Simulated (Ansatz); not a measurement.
We consider CsGeBr3 (Pm-3m, No. 221, 5 atoms in the cell; start mp-570223; high-temperature phase), described by r²SCAN (PAW; Ansatz, a quantum-chemistry and plane-wave program).

Run with plane-wave cutoff 560 eV, 6×6×6 k mesh, Fermi–Dirac smearing 0.01 eV, scalar-relativistic PAW data made under PBE.

Cell (relaxed at this level):

```
CsBr3Ge
1.0
    5.54405     0.00000     0.00000
    0.00000     5.54405     0.00000
    0.00000     0.00000     5.54405
Cs Ge Br
1 1 3
Direct
  0.00000   0.00000   0.00000
  0.50000   0.50000   0.50000
  0.50000   0.50000   0.00000
  0.00000   0.50000   0.50000
  0.50000   0.00000   0.50000
```

Task: Estimate the band gap and direct gap at Γ that the calculation returns.

Result: 
band gap: 0.71 eV
direct gap at Γ: 6.12 eV

Note: held by symmetry at 0 K, a high-temperature phase can be a saddle point.

Spin–orbit coupling is not included.

Computed values are for the static lattice.

A start named mp-… is a Materials Project structure, which need not be a measured phase.
